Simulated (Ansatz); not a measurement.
Start from CsPbBr₃ (space group R3m, No. 160; a = 8.261 Å, c = 10.338 Å (hexagonal axes); a hypothetical phase, not in the database extracts checked). Axes: x lies along a and z along c of the hexagonal cell.

Now apply this change: uniaxial strain ε_zz = +1.81 %, all other strain components held at zero; the atoms relax in the strained cell.

Levels (all Ansatz, a program for electronic structure, PAW): PBEsol (420 eV, no spin-orbit coupling); r2SCAN (500 eV, no SOC); HSE06 (420 eV, scalar-relativistic without spin-orbit coupling).

One geometry, relaxed with PBEsol, under each level:

```json
[
 {"level": "PBEsol", "band gap": "1.58 eV", "lowest conduction level above the VBM at special points": "T 1.58 eV; H₂ 1.59 eV; H₀ 1.59 eV; F 2.12 eV", "pressure": "-3.2 kbar"},
 {"level": "r2SCAN", "band gap": "…", "lowest conduction level above the VBM at special points": "…", "pressure": "…"},
 {"level": "HSE06", "band gap": "2.27 eV", "lowest conduction level above the VBM at special points": "T 2.27 eV; H₂ 2.28 eV; H₀ 2.28 eV; Γ 3.92 eV", "pressure": "–"}
]
```

### Question
Give the withheld r2SCAN results.

### Answer

- r2SCAN, band gap: 2.04 eV
- r2SCAN, lowest conduction level above the VBM at special points: T 2.04 eV; H₂ 2.05 eV; H₀ 2.05 eV; F 2.56 eV
- r2SCAN, pressure: 4.2 kbar

Single points use the geometry relaxed with PBEsol. Their cutoffs differ, which shifts pressures a little. HSE06 gaps are upper bounds (no full band path). With Pb present, leaving out spin-orbit coupling can change the band edges. No phonon test of stability was made.
